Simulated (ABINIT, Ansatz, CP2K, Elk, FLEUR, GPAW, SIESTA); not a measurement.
**Code comparison for BaAlGeH (P3m1, 4 atoms in the cell)**

Self-consistent single point, at a second geometry (lattice scaled by 0.98). First geometry:

```
BaAlGeH
1.0
    4.40073     0.00000     0.00000
   -2.20036     3.81114     0.00000
    0.00000     0.00000     5.27210
Ba Al Ge H
1 1 1 1
Direct
  0.33333   0.66667   0.09902
  0.00000   0.00000   0.64135
  0.66667   0.33333   0.55274
  0.00000   0.00000   0.97289
```

Shared settings, as Ansatz (a first-principles code) writes them: kpoints.mp_grid.grid = 5 5 3; scf.occupations.method = fermi_dirac; scf.occupations.width = 0.01 eV. Potentials and cutoffs stand in the table.

| code | model | ΔF from the first geometry (meV/atom) | pressure (GPa) | largest force (eV/Å) | gap on the mesh (eV) | cutoff |
|---|---|---|---|---|---|---|
| Ansatz | LDA (PW92), PAW files made with PBE | -24.6 | -1.60 | 0.182 | 1.119 | default |
| ABINIT | LDA (PW92), norm-conserving pseudopotentials (PseudoDojo nc-sr-04 LDA standard) | -25.4 | -1.69 | 0.173 | 1.119 | 1061 eV |
| Elk | LDA (PW92), all-electron FP-LAPW, Elk's shipped species files, default APW+lo basis | – | – | – | 1.132 | default |
| FLEUR | LDA (Perdew-Zunger), all-electron FLAPW (FLEUR), scalar-relativistic valence | -23.4 | – | 0.206 | 1.135 | Kmax 4.8 1/bohr |
| SIESTA | LDA PW92, numerical atomic orbitals DZP, PseudoDojo LDA standard norm-conserving potentials (rewritten from UPF to PSML) | -2.3 | 1.55 | 0.255 | 1.383 | grid 400 Ry |
| GPAW | LDA (Perdew-Wang 92), GPAW PAW datasets LDA (gpaw-data 1.0.1) | -20.9 | -1.07 | 0.190 | 1.123 | 800 eV |
| CP2K | LDA (Pade form), GPW, DZVP-MOLOPT-SR-GTH basis, GTH-PADE potentials (GTH_POTENTIALS) | -23.9 | -1.45 | 0.146 | 1.130 | grid 500 Ry |

Size of the force on each atom (eV/Å): Sizes of forces hide their directions.

```csv
code,Ba1,Al2,Ge3,H4
Ansatz,0.059,0.182,0.007,0.130
ABINIT,0.059,0.173,0.007,0.121
FLEUR,0.060,0.206,0.018,0.141
SIESTA,0.059,0.255,0.193,0.121
GPAW,0.059,0.190,0.003,0.128
CP2K,0.062,0.035,0.049,0.146
```

A dash marks a value that a program does not give, or that is left out as unsure.

Gaps are read on the mesh.

The spread over the programs that give each value: ΔF from the first geometry within 23.1 meV/atom; pressure within 3.24 GPa; largest force within 0.109 eV/Å; gap on the mesh within 0.264 eV.

SIESTA and CP2K use small atom-centred bases, whose incompleteness enters pressures, forces and empty levels differently from a plane-wave cutoff. Elk and FLEUR treat all electrons, but the usual bases taken here (sphere radii, linearisation, local orbitals, empty states) were not tested for convergence, so the values are no reference for the others. Ansatz's pressure is given at a fixed set of plane waves, as the other plane-wave codes print theirs; with its correction for the finite basis it is -1.56 GPa. In the pressure, SIESTA (by 3.15) lies more than 1 GPa from the median of the plane-wave programs. In the gap, SIESTA (by 0.263) lies more than 0.12 eV from the median of the plane-wave programs. In the force vectors, SIESTA (by 0.200) and CP2K (by 0.274) lie more than 0.08 eV/Å from the median of the plane-wave programs.

The starting cell comes from a database of computed structures (which also holds hypothetical and non-ambient phases and stackings), without a prior relaxation at this level. Its lattice was rescaled by a random factor within 2.5 % of one. For this run, on top of that: lattice scaled by 0.98.

Keys are those of Ansatz 0.2.
